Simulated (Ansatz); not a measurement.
Re: response to strain

Consider Re in the hcp (Mg type) structure (space group P6_3/mmc, No. 194; a = 2.752 Å, c = 4.440 Å; relaxed with 0.1 eV smearing). Axes: x lies along a and z along c of the hexagonal cell.

Strains are applied to the cell and any free atomic positions relax.

Computed with Kohn–Sham DFT with the PBEsol functional, run in Ansatz (a quantum-chemistry and plane-wave program) with PAW and 420 eV plane waves, spin-orbit coupling left out.

Notes on the quantities. energy relative to the base: free energy F.

```tsv
uniaxial strain ε_xx (%)	energy relative to the base (meV/atom)
-3	28.9
-2.5	19.8
-2	12.4
-1.5	6.9
-1	?
-0.5	0.7
0	0.0
```

Problem. Fit ΔE = Aε² + Bε³ (ε in %) to the rows shown and predict the withheld row.

Solution. Least squares on the printed values gives A = 2.91 and B = -0.10 meV/atom (largest residual 0.0 meV/atom); this predicts 3.0 meV/atom, and the run gives 3.0 meV/atom, in agreement.

Stability against distortions was not tested. The final runs are not spin-polarised.
